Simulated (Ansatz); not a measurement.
System: V-vacancy pair (V on one host Ru site, one Ru site vacant) in hcp Ru (neutral cell). Method: PBE, PAW (plane waves to 420 eV; Ansatz, a program for electronic structure).

Cell of 36 host sites held at the relaxed PBE lattice; a 2×2×2 k-point mesh shifted by half a step along c; Fermi-Dirac width 0.10 eV, spin-restricted; finite-size errors left in. Energies are static. Forms of the defect that were not tried may lie lower.

Barriers: single points on a 4×4×4 k-point mesh shifted by half a step along c at the bands' geometries (they differ from the bands' own by up to 0.18 eV, and are uncertain by about as much).

Relaxed starting cell (atoms counted from 1):

```
CELL_PARAMETERS angstrom
      8.16420     0.00000     0.00000
     -4.08210     7.07041     0.00000
      0.00000     0.00000     8.58609
ATOMIC_POSITIONS crystal
  V  0.10959 0.22232 0.13256
  Ru 0.10837 0.22166 0.62779
  Ru 0.10893 0.55431 0.12655
  Ru 0.10907 0.55484 0.62698
  Ru 0.10889 0.88955 0.12652
  Ru 0.10909 0.88929 0.62695
  Ru 0.44421 0.22482 0.12679
  Ru 0.44574 0.22510 0.62830
  Ru 0.44420 0.55435 0.12682
  Ru 0.44578 0.55568 0.62828
  Ru 0.44522 0.89011 0.12581
  Ru 0.44481 0.88991 0.62797
  Ru 0.78128 0.22163 0.12845
  Ru 0.77894 0.22123 0.62520
  Ru 0.77600 0.55548 0.12688
  Ru 0.77681 0.55591 0.62824
  Ru 0.78125 0.89460 0.12841
  Ru 0.77892 0.89267 0.62518
  Ru 0.22315 0.11206 0.37770
  Ru 0.22062 0.11295 0.87777
  Ru 0.22312 0.44607 0.37776
  Ru 0.22061 0.44264 0.87779
  Ru 0.22265 0.77882 0.37633
  Ru 0.22192 0.77847 0.87726
  Ru 0.55245 0.11045 0.37691
  Ru 0.55655 0.11165 0.87732
  Ru 0.55469 0.44484 0.37750
  Ru 0.55480 0.44488 0.87785
  Ru 0.55243 0.77698 0.37690
  Ru 0.55657 0.77986 0.87732
  Ru 0.88978 0.11237 0.87462
  Ru 0.88901 0.44690 0.37746
  Ru 0.88864 0.44330 0.87881
  Ru 0.88899 0.77704 0.37743
  Ru 0.88864 0.78025 0.87883
```

End state 1 differs by these moves (Å; atoms that move under 0.08 Å are left out):

```json
[
 {"atom": "1", "element": "V", "Δx": "-1.35", "Δy": "-0.78", "Δz": "2.05"}
]
```

### Question
Give the forward and backward barriers to end state 1 at the level PBE, PAW.

### Answer
forward 1.20 eV, backward 1.20 eV; at the saddle point atom 1 has neighbours 4 Ru at 2.43, 4 Ru at 3.02 Å. The saddle point's order was not checked, and it lies on a symmetry element of the cell, where a band can be held.
